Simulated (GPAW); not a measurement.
**What a tighter setting buys: kpts, Ta2Se (P4/nmm, 6 atoms in the cell)**

```
Ta2Se
1.0
    3.38259     0.00000     0.00000
    0.00000     3.38259     0.00000
    0.00000     0.00000    10.23734
Ta Se
4 2
Direct
  0.50000   0.00000   0.76683
  0.00000   0.50000   0.23317
  0.00000   0.50000   0.92566
  0.50000   0.00000   0.07434
  0.00000   0.50000   0.64781
  0.50000   0.00000   0.35219
```

Level of theory: LDA (Perdew-Wang 92), GPAW PAW datasets LDA (gpaw-data 1.0.1) (plane waves; GPAW).

Base settings: mode = pw; ecut = 600 eV; xc = LDA; kpts = 5 5 2; mesh shift (steps) = 0 0 0; occupations.name = fermi-dirac; occupations.width = 0.1 eV; nbands = -12; convergence.forces = 0.001 eV/Å; symmetry.symmorphic = false.

Misses are taken against the tightest run, 15 15 5, which need not be fully converged itself. The energy is the free energy per atom.

The count of work is k-points × plane waves × bands × iterations; it is no time, and leaves out set-up, grids and terms that scale otherwise. Core times come from one kind of shared machine and are given to one figure; runs under 30 s give none.

The starting cell comes from a database of computed structures (which also holds hypothetical and non-ambient phases and stackings), without a prior relaxation at this level. Spin polarisation is off. In the base run, with a pressure of about -7 GPa the cell is away from its equilibrium volume at this level. Without a gap this mesh is coarse (it stands for a supercell whose shortest vector is 17 Å).

The runs (kpts): 1 1 1 | 2 2 1 | 3 3 1 | 4 4 2 | 5 5 2 | 6 6 2 | 7 7 3 | 8 8 3 | 9 9 3 | 11 11 4 | 13 13 5 | 15 15 5.

Task: Which is the coarsest setting among those run that, with all tighter ones, holds the energy within 2 meV/atom of the reference, and what does it save?

Result: 8 8 3, off by 0.35 meV/atom; it needs 0.27 of the reference's count of work and about 0.3 of the reference's time. The coarser 6 6 2 also lies inside, but a setting between leaves the range again, so that is luck.

Task: Which is the coarsest setting among those run that, with all tighter ones, holds the energy within 0.5 meV/atom of the reference, and what does it save?

Result: 11 11 4, off by 0.34 meV/atom; its saving against the reference is no more than about a factor of 2 in the count of work. The coarser 6 6 2 also lies inside, but a setting between leaves the range again, so that is luck.

Task: For at most 0.05 times the reference's count of work, which run misses the energy least?

Result: 3 3 1, with a miss of 61 meV/atom at a count of 0.033.

Task: What does the step from 1 1 1 to 3 3 1 buy?

Result: It takes the miss in the energy from 1600 to 61 meV/atom, for 6.0 times the count of work.

```
kpts     energy less reference (meV/atom)  pressure less reference (GPa)  largest difference in the force on any atom (eV/Å)  count of work / reference  core time / reference (rough)
-------  --------------------------------  -----------------------------  --------------------------------------------------  -------------------------  -----------------------------
1 1 1                             1621.73                           4.50                                               2.681                     0.0054                              –
2 2 1                              314.67                           1.93                                               0.846                      0.030                              –
3 3 1                               60.74                           0.71                                               0.395                      0.033                              –
4 4 2                               17.30                           0.25                                               0.205                       0.11                            0.2
5 5 2                               -4.45                          -0.08                                               0.123                       0.10                            0.2
6 6 2                                0.37                           0.05                                               0.075                       0.18                            0.3
7 7 3                                2.20                           0.08                                               0.065                       0.22                            0.4
8 8 3                                0.35                           0.00                                               0.034                       0.27                            0.3
9 9 3                                0.55                           0.00                                               0.026                       0.33                            0.3
11 11 4                              0.34                           0.02                                               0.006                       0.63                            0.5
13 13 5                              0.13                           0.00                                               0.002                       0.74                            0.6
15 15 5                              0.00                           0.00                                               0.000                        1.0                              1
```
